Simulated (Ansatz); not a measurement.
## Pressure series in Ru

Start from Ru in the hcp (Mg type) structure (space group P6_3/mmc, No. 194; a = 2.722 Å, c = 4.291 Å).

Cell and atoms are relaxed at each pressure.

Computed with Ansatz (an electronic-structure program) PBE, spin-orbit coupling left out.

Notes on the quantities. enthalpy: H = E + PV relative to the base's energy.

```
variant               density       enthalpy  shortest interatomic distance
----------------  -----------  -------------  -----------------------------
base              12.19 g/cm³              –                        2.659 Å
pressure −2 GPa   12.11 g/cm³  -0.17 eV/atom                        2.665 Å
pressure −1 GPa   12.15 g/cm³  -0.09 eV/atom                        2.662 Å
pressure 3 GPa    12.31 g/cm³  +0.26 eV/atom                        2.652 Å
pressure 7 GPa    12.45 g/cm³  +0.59 eV/atom                        2.641 Å
pressure 15 GPa   12.73 g/cm³  +1.26 eV/atom                        2.623 Å
pressure 30 GPa   13.20 g/cm³  +2.47 eV/atom                        2.593 Å
pressure 50 GPa   13.75 g/cm³  +4.03 eV/atom                        2.559 Å
pressure 75 GPa   14.35 g/cm³  +5.89 eV/atom                        2.524 Å
pressure 100 GPa  14.88 g/cm³  +7.68 eV/atom                        2.495 Å
```

Load acts through the strain it causes; cell and atoms are relaxed under it. No phonon test of stability was made. No other phases were tried under pressure. All final runs are without spin polarisation.
